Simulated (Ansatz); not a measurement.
**MoS2, pressure series**

Start from MoS$_{2}$ in the 2H-MoS2 type structure (space group P6_3/mmc, No. 194; a = 3.1494 Å, c = 12.0903 Å; layered, stacked along the Cartesian z axis).

Cell and atoms are relaxed at each pressure.

Level of theory: PBE-D3(BJ) (Ansatz, a program for electronic structure, PAW, no spin-orbit coupling).

### Question
Only one of these keeps a band gap. Which?
A) pressure 75 GPa
B) pressure 50 GPa
C) pressure 30 GPa
D) pressure −2 GPa
E) pressure 100 GPa

### Answer
D, pressure −2 GPa. Computed: pressure 50 GPa: zero; pressure 75 GPa: zero; pressure −2 GPa: 1.04 eV; pressure 100 GPa: zero; pressure 30 GPa: zero

A case with no gap was solved on a k-mesh chosen for an insulator, which is coarse for it. Load acts through the strain it causes; cell and atoms are relaxed under it. Whether these cells are dynamically stable was not tested. No other phases were tried under pressure. All final runs are without spin polarisation. A zero or small gap of MoS2 under pressure 30 GPa can be the functional's error rather than a property of the material.
